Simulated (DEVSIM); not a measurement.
System: GaN p-n junction from an implanted or diffused profile, at 300 K.

| layer (left to right) | material | thickness (μm) | Nd (cm⁻³) | τn (s) | τp (s) |
|---|---|---|---|---|---|
| 1 | GaN | 7.90 | 2.1e16 | 1.3e-9 | 1.3e-9 |

Added acceptor profile: 1.5e18 cm⁻³ × exp(−(x − 0.02 μm)²/(2·(0.25 μm)²)). Left contact: ohmic. Right contact: ohmic. Voltage is applied to the left contact. Recombination: SRH at mid-gap, radiative. Mobility is μmin + (μ − μmin)/(1 + (N/Nref)^α).

The device is made up for the run: typed textbook-type constants, with dimensions and the other settings drawn at random. Values at 300 K. The table also holds parameters that only a changed run uses.

```
parameter         GaN
-------------  ------
gap (eV)         3.43
affinity (eV)     4.1
permittivity      9.5
Nc (cm⁻³)      2.3e18
Nv (cm⁻³)      4.6e19
μn (cm²/Vs)      1200
μp (cm²/Vs)       100
μn,min             55
μp,min              3
Nref,n           2e17
Nref,p           3e17
αn                  1
αp                  2
B (cm³/s)       1e-11
Cn (cm⁶/s)      1e-30
Cp (cm⁶/s)      1e-30
```

Simulated with DEVSIM: 1D drift-diffusion, Boltzmann statistics, complete ionisation; no tunnelling, impact ionisation, image-force lowering or self-heating.

Base results: dark forward voltage at 1 A/cm² (V) 2.956; potential step across the device at zero bias (V) 3.220; dark forward voltage at 100 A/cm² (V) 3.125.

Question: What follows from this one change: doping Nd of layer 1 2.1e+16 → 2.1e+17 cm^-3?

Answer: dark forward voltage at 1 A/cm² 2.956 → 3.000 V; potential step across the device at zero bias 3.220 → 3.276 V; dark forward voltage at 100 A/cm² 3.125 → 3.145 V.

Question: What follows from this one change: straggle of the profile 0.25 → 0.12 μm?

Answer: dark forward voltage at 1 A/cm² 2.956 → 2.962 V; potential step across the device at zero bias little changed (3.219 V); dark forward voltage at 100 A/cm² little changed (3.125 V).

Question: What follows from this one change: thickness of layer 1 7.9 → 13 μm?

Answer: dark forward voltage at 1 A/cm² little changed (2.956 V); potential step across the device at zero bias little changed (3.220 V); dark forward voltage at 100 A/cm² 3.125 → 3.139 V.

Question: What follows from this one change: minority lifetime in layer 1 1.3e-09 → 3.9e-11 s?

Answer: dark forward voltage at 1 A/cm² 2.956 → 2.897 V; potential step across the device at zero bias little changed (3.220 V); dark forward voltage at 100 A/cm² 3.125 → 3.098 V.

Question: What follows from this one change: peak of the profile 1.5e+18 → 3e+17 cm^-3?

Answer: dark forward voltage at 1 A/cm² 2.956 → 2.946 V; potential step across the device at zero bias 3.220 → 3.177 V; dark forward voltage at 100 A/cm² 3.125 → 3.104 V.

Question: What follows from this one change: constant mobility in place of the doping-dependent one?

Answer: dark forward voltage at 1 A/cm² little changed (2.953 V); potential step across the device at zero bias little changed (3.220 V); dark forward voltage at 100 A/cm² 3.125 → 3.113 V.
